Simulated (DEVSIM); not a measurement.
Device: Schottky contact on n-type Si, at 400 K.

```
layer (left to right)  material  thickness (μm)  Nd (cm⁻³)  τn (s)  τp (s)
---------------------  --------  --------------  ---------  ------  ------
1                            Si            2.10     1.2e16  1.7e-7  1.7e-7
2                            Si           0.800       2e18  1.7e-7  1.7e-7
```

Left contact: Schottky, work function 4.72 eV, emission velocity 1e7 cm/s. Right contact: ohmic. Voltage is applied to the left contact. Recombination: SRH at mid-gap, radiative. Mobility is μmin + (μ − μmin)/(1 + (N/Nref)^α).

This is a model device: material constants are rounded textbook-type values typed into the input, and sizes, dopings and lifetimes were drawn at random. Values at 300 K; Nc and Nv go as T^1.5, mobilities as T to minus their exponent, the gap by Varshni's rule with the affinity fixed.

```tsv
parameter	Si
gap (eV)	1.124
affinity (eV)	4.05
permittivity	11.7
Nc (cm⁻³)	2.86e19
Nv (cm⁻³)	3.1e19
μn (cm²/Vs)	1417
μp (cm²/Vs)	470
μn,min	52
μp,min	45
Nref,n	9.7e16
Nref,p	2.2e17
αn	0.68
αp	0.72
T exponent of μn	2.3
T exponent of μp	2.2
B (cm³/s)	4.7e-15
Varshni α (eV/K)	0.000473
Varshni β (K)	636
```

Simulated with DEVSIM: 1D drift-diffusion, Boltzmann statistics, complete ionisation; no tunnelling, impact ionisation, image-force lowering or self-heating. Metal contacts follow the ideal Schottky-Mott rule: no Fermi-level pinning, no interface dipoles.

The doping Nd of layer 1 was swept, all else fixed.

| doping Nd of layer 1 (cm^-3) | dark forward voltage at 100 A/cm² (V) | dark forward voltage at 1 A/cm² (V) |
|---|---|---|
| 3.6e14 | 0.411 | 0.110 |
| 1.2e15 | 0.374 | 0.089 |
| 3.6e15 | 0.294 | 0.077 |
| 1.2e16 | 0.246 | 0.069 |
| 3.6e16 | 0.229 | 0.065 |
| 1.2e17 | 0.220 | 0.062 |
| 3.6e17 | 0.216 | 0.061 |

From the first row to the last the dark forward voltage at 100 A/cm² goes from 0.411 to 0.216. From the first row to the last the dark forward voltage at 1 A/cm² goes from 0.110 to 0.061.
